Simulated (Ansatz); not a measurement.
## Ru, pressure series

Take Ru in the hcp (Mg type) structure (space group P6_3/mmc, No. 194) as the base.

```yaml
crystal:
  lattice:
    - [2.69196, 0.00000, 0.00000]
    - [-1.34598, 2.33130, 0.00000]
    - [0.00000, 0.00000, 4.24596]
  atoms:
    - { symbol: Ru, position: [0.33333, 0.66667, 0.75000] }
    - { symbol: Ru, position: [0.66667, 0.33333, 0.25000] }
```

Cell and atoms are relaxed at each pressure.

All numbers come from PBEsol, PAW, 420 eV (Ansatz, a quantum-chemistry and plane-wave program; spin-orbit coupling left out), earlier PAW set.

| variant | c/a ratio | lattice parameter a |
|---|---|---|
| base | 1.577 | 2.692 Å |
| pressure −2 GPa | 1.577 | 2.697 Å |
| pressure −1 GPa | 1.577 | 2.695 Å |
| pressure 3 GPa | 1.578 | 2.684 Å |
| pressure 7 GPa | 1.579 | 2.674 Å |
| pressure 15 GPa | 1.580 | 2.655 Å |
| pressure 30 GPa | 1.582 | 2.625 Å |
| pressure 50 GPa | 1.585 | 2.590 Å |
| pressure 75 GPa | (withheld) | (withheld) |
| pressure 100 GPa | 1.589 | 2.524 Å |

**Question.** Some entries are withheld; estimate them.

**Answer.** 
- pressure 75 GPa, c/a ratio: 1.587
- pressure 75 GPa, lattice parameter a: 2.555 Å

Load acts through the strain it causes; cell and atoms are relaxed under it. Stability against distortions was not tested. No other phases were tried under pressure. All final runs are without spin polarisation.
